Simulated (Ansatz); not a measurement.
**A computed series for hypothetical zinc blende HgO: alloy series**

Start from HgO in the zinc blende structure (space group F-43m, No. 216; a = 5.196 Å; a hypothetical phase, not in the database extracts checked).

The other end (x = 1) is HgSe in the zinc blende structure (space group F-43m, No. 216): 28.84 Å³/atom, gap zero.

Se replaces a fraction x of O; each row is one arrangement (x, atoms in the cell, starting space group or random), fully relaxed.

All numbers come from PBEsol, PAW, 420 eV (Ansatz, a quantum-chemistry and plane-wave program; no spin-orbit coupling), earlier PAW set.

Notes on the quantities. mixing energy: to 0.01 eV only: unlike meshes or grids; deviation of the volume from the linear: Vegard-type) interpolation.

| change | mixing energy | deviation of the volume from the linear | shortest interatomic distance |
|---|---|---|---|
| base | – | – | 2.250 Å |
| x(Se) = 0.5, 4 atoms, P-4m2 | +0.05 eV/atom | -3.0 % | 2.294 Å |
| x(Se) = 0.5, 4 atoms, R3m | +0.09 eV/atom | -2.6 % | 2.193 Å |
| x(Se) = 0.667, 6 atoms, Imm2 | +0.03 eV/atom | -2.8 % | 2.231 Å |

These are small ordered cells, not random alloys; other orderings at the same x differ. Spin-orbit coupling, missing from the scalar runs, can matter with Hg. Stability against distortions was not tested. All final runs are without spin polarisation. The zero or small gap of Hg2SeO, HgO, HgSe and Hg3Se2O can change with the level of theory.
